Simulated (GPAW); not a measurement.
Worked example: self-consistent single point of CrPbO3 (Pm-3m, 5 atoms in the cell) in GPAW

Level of theory: LDA (Perdew-Wang 92), GPAW PAW datasets LDA (gpaw-data 1.0.1) (plane waves; GPAW 25.7.0).

The input file:

```python
from ase import Atoms
from ase.units import GPa
from gpaw import GPAW

atoms = Atoms(['Cr', 'Pb', 'O', 'O', 'O'],
              cell=[[3.961714, 0.000000, 0.000000],
                    [0.000000, 3.961714, 0.000000],
                    [0.000000, 0.000000, 3.961714]],
              scaled_positions=[[0.000000, 0.000000, 0.000000],
                                [0.500000, 0.500000, 0.500000],
                                [0.000000, 0.000000, 0.500000],
                                [0.500000, 0.000000, 0.000000],
                                [0.000000, 0.500000, 0.000000]],
              pbc=True)

atoms.set_initial_magnetic_moments([3.0, 0.0, 0.0, 0.0, 0.0])

calc = GPAW(spinpol=True,
            mode={'name': 'pw', 'ecut': 900},
            xc='LDA',
            kpts={'size': (8, 8, 8), 'gamma': True},
            occupations={'name': 'methfessel-paxton', 'width': 0.05, 'order': 0},
            nbands=-11,
            convergence={'density': 1e-05, 'energy': 1e-05},
            symmetry={'symmorphic': False, 'tolerance': 0.0005},
            maxiter=100,
            txt='-')

atoms.calc = calc

energy = atoms.get_potential_energy()
print('Energy (eV):', round(energy, 6))
forces = atoms.get_forces()
print('Forces (eV/Ang):')
print(forces.round(5))
stress = atoms.get_stress()
print('Stress (GPa, Voigt):', (stress / GPa).round(4))
```

Output (repeated stretches shortened):

```
Input parameters:
  convergence: {density: 1e-05,
                energy: 1e-05}
  kpts: {gamma: True,
         size: (8, 8, 8)}
  maxiter: 100
  mode: {ecut: 900,
         name: pw}
  nbands: -11
  occupations: {name: methfessel-paxton,
                order: 0,
                width: 0.05}
  spinpol: True
  symmetry: {symmorphic: False,
             tolerance: 0.0005}

species:
  Cr:
    name: Chromium
    Z: 24.0
    valence: 6
    core: 18
    charge: 0.0
    file: Cr.LDA.gz

    # Using partial waves for Cr as LCAO basis

  Pb:
    name: Lead
    Z: 82.0
    valence: 14
    core: 68
    charge: 0.0
    file: Pb.LDA.gz

    # Using partial waves for Pb as LCAO basis

  O:
    name: Oxygen
    Z: 8.0
    valence: 6
    core: 2
    charge: 0.0
    file: O.LDA.gz

    # Using partial waves for O as LCAO basis

Reference energy: -601581.341197  # eV

Spin-polarized calculation.
Initial magnetic moment: 3.000000

Convergence criteria:
 Maximum [total energy] change in last 3 cyles: 1e-05 eV / valence electron
 Maximum integral of absolute [dens]ity change: 1e-05 electrons / valence electron
 Maximum integral of absolute [eigenst]ate change: 4e-08 eV^2 / valence electron
 Maximum number of scf [iter]ations: 100

Symmetries present (total): 48
Symmetries with fractional translations: 0
512 k-points: 8 x 8 x 8 Monkhorst-Pack grid + [1/16,1/16,1/16]
35 k-points in the irreducible part of the Brillouin zone
       k-points in crystal coordinates                weights
   0:     0.00000000    0.00000000    0.00000000          1/512
   1:     0.12500000    0.00000000    0.00000000          6/512
   2:     0.12500000    0.12500000    0.00000000         12/512
   [... 7 lines left out ...]
          ...
  34:     0.50000000    0.50000000    0.50000000          1/512

Wave functions: Plane wave expansion
  Cutoff energy: 900.000 eV
  Number of coefficients (min, max): 3791, 3840
  Pulay-stress correction: 0.000000 eV/Ang^3 (de/decut=0.000000)

Occupation numbers: Methfessel-Paxton:
  width: 0.0500  # eV
  order: 0

Eigensolver

Densities:
  Coarse grid: 28*28*28 grid
  Fine grid: 56*56*56 grid
  Total Charge: 0.000000

Density mixing:
  Method: difference
  Backend: pulay
  Linear mixing parameter: 0.05
  old densities: 5
  Damping of long wavelength oscillations: 50

Hamiltonian:
  XC and Coulomb potentials evaluated on a 56*56*56 grid
  External potential:
    NoExternalPotential

Number of atoms: 5
Number of atomic orbitals: 30
Number of bands in calculation: 31
Number of valence electrons: 38
Bands to converge: occupied

Density initialized from atomic densities
  30 bands from LCAO basis set
  1 band from random numbers

Atomic positions and initial magnetic moments

Positions:
   0 Cr     0.000000    0.000000    0.000000    ( 0.0000,  0.0000,  3.0000)
   1 Pb     1.980857    1.980857    1.980857    ( 0.0000,  0.0000,  0.0000)
   2 O      0.000000    0.000000    1.980857    ( 0.0000,  0.0000,  0.0000)
   3 O      1.980857    0.000000    0.000000    ( 0.0000,  0.0000,  0.0000)
   4 O      0.000000    1.980857    0.000000    ( 0.0000,  0.0000,  0.0000)

Unit cell:
           periodic     x           y           z      points  spacing
  1. axis:    yes    3.961714    0.000000    0.000000    28     0.1415
  2. axis:    yes    0.000000    3.961714    0.000000    28     0.1415
  3. axis:    yes    0.000000    0.000000    3.961714    28     0.1415

  Lengths:   3.961714   3.961714   3.961714
  Angles:   90.000000  90.000000  90.000000

Effective grid spacing dv^(1/3) = 0.1415

     iter     time        total  log10-change:  magmom
                         energy   eigst   dens
iter:   1 --:--:--   -44.133040                   +2.9854
iter:   2 --:--:--   -42.775446   -0.82  -0.97    +2.2956
iter:   3 --:--:--   -40.899933   -0.92  -1.04    +1.9826
iter:   4 --:--:--   -40.836141   -1.74  -1.35    +2.0187
iter:   5 --:--:--   -42.186970   -0.86  -1.26    +2.0080
iter:   6 --:--:--   -42.401421   -2.07  -1.39    +2.0097
   [... 3 lines left out ...]
iter:  10 --:--:--   -40.165732   -2.44  -2.33    +2.0050
iter:  11 --:--:--   -40.083952   -2.65  -1.88    +2.0049
iter:  12 --:--:--   -40.083862   -3.74  -3.01    +2.0015
iter:  13 --:--:--   -40.086769   -4.24  -3.22    +1.9944
iter:  14 --:--:--   -40.087029   -4.77  -3.29    +1.9978
iter:  15 --:--:--   -40.087064c  -5.59  -3.28    +1.9997
iter:  16 --:--:--   -40.087082c  -6.37  -3.28    +2.0000
iter:  17 --:--:--   -40.087061c  -5.82  -3.26    +2.0000
iter:  18 --:--:--   -40.087038c  -7.01  -3.44    +2.0000
iter:  19 --:--:--   -40.086933c  -5.65  -3.45    +2.0000
iter:  20 --:--:--   -40.086908c  -6.15  -3.52    +2.0000
   [... 3 lines left out ...]
iter:  24 --:--:--   -40.086884c  -7.22  -3.86    +2.0000
iter:  25 --:--:--   -40.086879c  -6.87  -3.89    +2.0000
iter:  26 --:--:--   -40.086880c  -6.27  -3.94    +2.0000
iter:  27 --:--:--   -40.086879c  -7.07  -4.17    +2.0000
iter:  28 --:--:--   -40.086881c  -6.47  -4.28    +2.0000
iter:  29 --:--:--   -40.086879c  -7.54c -4.40    +2.0000
iter:  30 --:--:--   -40.086879c  -8.37c -4.53    +2.0000
iter:  31 --:--:--   -40.086878c  -7.72c -4.56    +2.0000
iter:  32 --:--:--   -40.086878c  -7.94c -4.91    +2.0000
iter:  33 --:--:--   -40.086878c  -9.30c -5.04c   +2.0000

Converged after 33 iterations.

Dipole moment: (0.000000, -0.000000, -0.000000) |e|*Ang

Total magnetic moment: (0.000000, 0.000000, 2.000000)
Local magnetic moments:
   0 Cr ( 0.000000,  0.000000,  1.944894)
   1 Pb ( 0.000000,  0.000000, -0.008269)
   2 O  ( 0.000000,  0.000000, -0.019677)
   3 O  ( 0.000000,  0.000000, -0.019677)
   4 O  ( 0.000000,  0.000000, -0.019677)

Energy contributions relative to reference atoms: (reference = -601581.341197)

Kinetic:         -7.486783
Potential:       -5.063597
External:        +0.000000
XC:             -28.266041
Entropy (-ST):   -0.005872
Local:           +0.732479
SIC:             +0.000000
--------------------------
Free energy:    -40.089814
Extrapolated:   -40.086878

Spin contamination: 0.112120 electrons
Showing only first 2 kpts
                      Up                     Down
 Kpt  Band  Eigenvalues  Occupancy  Eigenvalues  Occupancy
  0    17      4.97496    1.00000      4.94286    1.00000
  0    18      5.06778    1.00000      7.02131    0.00000
  0    19      5.06778    1.00000      7.02131    0.00000
  0    20      5.06778    1.00000      7.02131    0.00000

  1    17      4.89560    1.00000      4.89822    1.00000
  1    18      5.06777    1.00000      7.02171    0.00000
  1    19      5.62039    1.00000      7.28501    0.00000
  1    20      5.62039    1.00000      7.28501    0.00000

Fermi level: 6.70165

No gap
No difference between direct/indirect transitions
Energy (eV): -40.086878

Forces in eV/Ang:
  0 Cr    0.00000    0.00000    0.00000
  1 Pb    0.00000    0.00000    0.00000
  2 O     0.00000    0.00000    0.00000
  3 O     0.00000    0.00000    0.00000
  4 O     0.00000    0.00000    0.00000

Stress tensor:
     0.128468     0.000000     0.000000
     0.000000     0.128468     0.000000
     0.000000     0.000000     0.128468
Stress (GPa, Voigt): [20.5829 20.5829 20.5829  0.      0.      0.    ]
```

The run converged in 33 iterations. GPAW prints stress with tension positive.

At such cutoffs GPAW's stress carries a finite-basis (Pulay) error, which enters relaxed cells too; its log prints stress with tension positive.

The starting cell comes from a database of computed structures (which also holds hypothetical and non-ambient phases and stackings), without a prior relaxation at this level. Its lattice was rescaled by a random factor within 2.5 % of one. Spin-orbit coupling is off. With one magnetic atom in the cell only a parallel order is possible.

Cost on one core of a shared machine: roughly 3 min.
